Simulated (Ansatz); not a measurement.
The starting structures come from a database of crystals and need not be the phases stable at ambient conditions.

 Where the default PAW files enter, the runs use the earlier of Ansatz's two default sets.

Tunnelling through a barrier is set by its complex band structure: the current falls as exp(−2κd) with the smallest κ.

Input:

```
BaCu2S2
1.0
    5.51816     0.00000     0.00000
    2.75908     6.32505     0.00000
    2.75908     0.00000     2.75908
Ba Cu S
1 2 2
Direct
  0.00000   0.00000   0.00000
  0.75000   0.50000   0.50000
  0.25000   0.50000   0.50000
  0.64101   0.71798   0.00000
  0.35899   0.28202   0.00000
```

Space group of this cell: I4/mmm. The cell is taken as given.

Transport runs along the normal of the first two printed cell vectors, the (110) plane of the conventional cell.

No gap correction and no spin-orbit coupling; mid-gap values are interpolated between computed energies.

### Question
State the band gap and the smallest decay constant κ at mid-gap according to r2SCAN in Ansatz (a quantum-chemistry and plane-wave program).

### Answer
Gap 0.74 eV on a 12×12×12 mesh; κ = 0.107 1/Å, at the zone centre.
